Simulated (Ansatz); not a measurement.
System: SnS (F-43m, No. 216, 2 atoms in the cell; start mp-10013; a measured phase of this formula has another space group). Method: LDA (Ansatz, a quantum-chemistry and plane-wave program, PAW).

Numerical settings: plane-wave cutoff 520 eV, 16×16×16 k mesh, Fermi–Dirac smearing 0.043 eV (set by the program), scalar-relativistic PAW data made under PBE.

Computed at the level's own relaxed cell.

Elastic tensor (GPa, Voigt notation, ions relaxed):

```
   32.4    40.3    40.3     0.0     0.0     0.0
   40.3    32.4    40.3     0.0     0.0     0.0
   40.3    40.3    32.4     0.0     0.0     0.0
    0.0     0.0     0.0   -18.6     0.0     0.0
    0.0     0.0     0.0     0.0   -18.6     0.0
    0.0     0.0     0.0     0.0     0.0   -18.6
```

Is the crystal stable against homogeneous strain at this level?

No. For a cubic crystal C11 − C12 = -7.9, C11 + 2C12 = 113.0 and C44 = -18.6 GPa must all be positive. The smallest eigenvalue of the tensor is -18.6 GPa.

Note: the relaxation could not lower the start's symmetry, so the cell can be a saddle point above a distorted one.

A start named mp-… is a Materials Project structure, which need not be a measured phase.
